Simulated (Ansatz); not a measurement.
Rh, pressure series

The reference is Rh in the fcc (Cu type) structure (space group Fm-3m, No. 225; a = 3.780 Å).

Cell and atoms are relaxed at each pressure.

Computed with Ansatz (a program for electronic structure), PBEsol, PAW, cutoff 420 eV, scalar-relativistic without spin-orbit coupling.

```json
[
 {"pressure (GPa)": "-2", "volume per atom (Å³/atom)": "13.596"},
 {"pressure (GPa)": "-1", "volume per atom (Å³/atom)": "13.549"},
 {"pressure (GPa)": "0", "volume per atom (Å³/atom)": "13.503"},
 {"pressure (GPa)": "0.3", "volume per atom (Å³/atom)": "13.489"},
 {"pressure (GPa)": "0.7", "volume per atom (Å³/atom)": "13.471"},
 {"pressure (GPa)": "3", "volume per atom (Å³/atom)": "13.370"},
 {"pressure (GPa)": "5", "volume per atom (Å³/atom)": "13.285"},
 {"pressure (GPa)": "7.5", "volume per atom (Å³/atom)": "?"},
 {"pressure (GPa)": "10", "volume per atom (Å³/atom)": "13.087"}
]
```

**Question.** Fit the third-order Birch–Murnaghan form P(V) = (3B₀/2)[(V₀/V)^(7/3) − (V₀/V)^(5/3)]·[1 + (3/4)(B₀′ − 4)((V₀/V)^(2/3) − 1)] (squares taken in P) to the rows shown and predict the withheld row.

**Answer.** Least squares on the printed values gives V₀ = 13.503 Å³/atom, B₀ = 296 GPa, B₀′ = 5.0; this predicts 13.184 Å³/atom, and the run gives 13.184 Å³/atom, in agreement.

Measured bulk modulus of Rh: 271 GPa (static lattice; corrected from measurement; as listed in H. Levämäki et al., Physical Review B (2014)); the computed value is 9 % above it.

Load acts through the strain it causes; cell and atoms are relaxed under it. Stability against distortions was not tested. Competing high-pressure phases were not computed. The final runs are not spin-polarised.
